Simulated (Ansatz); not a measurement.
We consider L1₀ (CuAu-type) CuAu, described by PBE-D4 (plane waves, PAW; Ansatz, an electronic-structure program).

Settings: plane-wave cutoff 520 eV, 20×20×16 k mesh (along the axes of the cell as run), Fermi–Dirac smearing 0.05 eV, no spin polarisation, scalar-relativistic PAW data made under PBE.

The cell is scaled about its equilibrium volume:

Shape and atoms are relaxed at each volume.

```json
[
 {"V (Å³/atom)": "13.877", "P (GPa)": "7.27", "c (Å)": "3.547", "a (Å)": "2.797"},
 {"V (Å³/atom)": "14.166", "P (GPa)": "3.41", "c (Å)": "3.582", "a (Å)": "2.812"},
 {"V (Å³/atom)": "14.455", "P (GPa)": "0.01", "c (Å)": "3.617", "a (Å)": "2.827"},
 {"V (Å³/atom)": "14.745", "P (GPa)": "-2.99", "c (Å)": "3.649", "a (Å)": "2.843"},
 {"V (Å³/atom)": "15.034", "P (GPa)": "-5.62", "c (Å)": "3.681", "a (Å)": "2.858"}
]
```

Note: the bulk modulus comes from volumes at which shape and atoms were relaxed.
